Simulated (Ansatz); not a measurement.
# YSiO (model structure, started from the ZrSiS type, P4/nmm, No. 129, 6 atoms in the cell)

All values below come from LDA in Ansatz (plane waves, PAW).

Settings: plane-wave cutoff 520 eV, 16×16×8 k mesh (along the axes of the cell as run), Fermi–Dirac smearing 0.05 eV, scalar-relativistic PAW data made under PBE.

Cell (relaxed at this level):

Space group P4/nmm, origin choice 1 (No. 129); a = b = 3.320 Å, c = 7.914 Å, α = β = γ = 90.00°

```json
[
 {"atom": "Y", "site": "2c", "symmetry": "4mm", "x": "0.5000", "y": "0.0000", "z": "0.3284"},
 {"atom": "Si", "site": "2a", "symmetry": "-4m2", "x": "0.0000", "y": "0.0000", "z": "0.0000"},
 {"atom": "O", "site": "2c", "symmetry": "4mm", "x": "0.0000", "y": "0.5000", "z": "0.3867"}
]
```

| Property | Result |
|---|---|
| band gap | zero (no gap) |
| bulk modulus | 139 GPa |

Note: the bulk modulus is −V dP/dV from two relaxed cells at ±2 % in volume; the relaxation could raise the start's symmetry but not lower it, so the cell can be a saddle point.

Spin–orbit coupling is not included.

Static lattice: no zero-point or thermal effects.

A model structure was made by putting elements into a prototype or built by hand; it is no filed structure, need not be a known phase, and can be a saddle point held by its symmetry.

Ansatz is a program for electronic structure.
